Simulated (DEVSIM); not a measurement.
Device: Schottky contact on n-type Si, at 250 K.

Layer 1 from the left is Si, thickness (μm) 1.60, Nd (cm⁻³) 2.3e16, τn (s) 0.00025, τp (s) 0.00025.

Left contact: Schottky, work function 4.81 eV, emission velocity 4.7e6 cm/s. Right contact: ohmic. Voltage is applied to the left contact. Recombination: SRH at mid-gap. Mobility is μmin + (μ − μmin)/(1 + (N/Nref)^α).

The device is made up for the run: typed textbook-type constants, with dimensions and the other settings drawn at random. Values at 300 K; Nc and Nv go as T^1.5, mobilities as T to minus their exponent, the gap by Varshni's rule with the affinity fixed.

Si: gap (eV) 1.124, affinity (eV) 4.05, permittivity 11.7, Nc (cm⁻³) 2.86e19, Nv (cm⁻³) 3.1e19, μn (cm²/Vs) 1417, μp (cm²/Vs) 470, μn,min 52, μp,min 45, Nref,n 9.7e16, Nref,p 2.2e17, αn 0.68, αp 0.72, T exponent of μn 2.3, T exponent of μp 2.2, Varshni α (eV/K) 0.000473, Varshni β (K) 636.

**Question.** Estimate by hand the built-in potential, the peak field at zero bias, the capacitance at -0.6 V, and compare with a numerical solution.

**Answer.** 
- Built-in potential: barrier φB = 0.760 eV; Vbi = φB − kT/q ln(N_band/N) = 0.612 V; numerical 0.612 V.
- Peak field at zero bias: depletion approximation: W = √(2εVbi/(qN)) = 0.186 μm with N = 2.30e16 cm⁻³; field = 2Vbi/W = 66000 V/cm; numerical 64700 V/cm (estimate above by 2.1 %).
- Capacitance at -0.6 V: C = √(qεN / 2(Vbi + |V|)) = 39.7 nF/cm²; numerical 40.0 nF/cm² (estimate below by 0.88 %).

Simulated with DEVSIM: 1D drift-diffusion, Boltzmann statistics, complete ionisation; no tunnelling, impact ionisation, image-force lowering or self-heating. Metal contacts follow the ideal Schottky-Mott rule: no Fermi-level pinning, no interface dipoles.
